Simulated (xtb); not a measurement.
xtb 6.7.1, GFN2-xTB: Mg(Br)(k2OAc)(OH2)2 (CC1[O][Mg](<-[OH2])(<-[OH2])([Br])<-[O]=1), 15 atoms. The geometry is a generated start, not checked to be a minimum at this level.

```json
{
  "run_flags": "--grad",
  "method": "GFN2-xTB",
  "--acc": "1 (default)",
  "--etemp (K)": "300 (default)",
  "basis_functions": "51",
  "valence_electrons": "48"
}
```

```xyz
15

Mg    -0.6045     0.6247     0.0376
Br    -0.5026     2.8339     0.8890
C      2.4887    -1.4732     0.0869
C      1.1890    -0.7087     0.0286
O      0.4099    -0.7516     1.0031
O      0.9100    -0.0436    -0.9894
H      3.0838    -1.2650    -0.7965
H      3.0303    -1.1873     0.9851
H      2.2696    -2.5368     0.1467
O     -1.7302     1.0878    -1.7062
H     -1.2045     0.9773    -2.5051
H     -2.1185     1.9717    -1.7250
O     -2.4014     0.1722     1.1338
H     -2.5181     0.9153     1.7378
H     -2.3015    -0.6169     1.6736
```

One run each on 1 thread. Values of broydamp tried: 0.02, 0.05, 0.1, 0.2, 0.4 (default), 0.6, 0.8, 1.

Question: How does the count of SCC iterations change with broydamp, and where is it least?

Answer: Fewest SCC iterations, within one of each other: 0.4 (default) with 16, 0.6 with 17. The count rises to 27 at 0.02. All converge to one solution.

| broydamp | SCC iterations | end |
|---|---|---|
| 0.02 | 27 | same solution |
| 0.05 | 23 | same solution |
| 0.1 | 21 | same solution |
| 0.2 | 18 | same solution |
| 0.4 (default) | 16 | same solution |
| 0.6 | 17 | same solution |
| 0.8 | 18 | same solution |
| 1 | 19 | same solution |
